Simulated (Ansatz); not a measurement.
Cu2ZnGeS4 (Pmn2_1), PBEsol, rigid bands in Ansatz (a first-principles code): N_c = 1.26e18 cm⁻³ at 300 K and an electron conductivity mass of 0.147 mₑ along x (a = (7.38, 0.00, 0.00) Å; b = (0.00, 6.43, 0.00) Å; c = (0.00, 0.00, 6.13) Å).

Q: For 1e16 electrons per cm³ at 300 K, place the Fermi level, estimate the Seebeck coefficient of a parabolic band with constant τ, and give mobility and conductivity for τ = 20 fs.

A: The level lies k_BT ln(N_c/n) = 0.125 eV below the conduction-band minimum. S ≈ −(k_B/e)[ln(N_c/n) + 5/2] = -632 μV/K, against -636 μV/K from the full bands (mean over directions). μ = eτ/m = 239 cm²/(V·s) and σ = neμ = 0.383 S/cm. τ is assumed, not computed.

Band transport and this doping are assumed; polarons and phonon drag are left out. Spin-orbit coupling is left out.

Computed structure with no diffraction record at hand here (it may be known, metastable or hypothetical): Cu2ZnGeS4 (Pmn2_1).
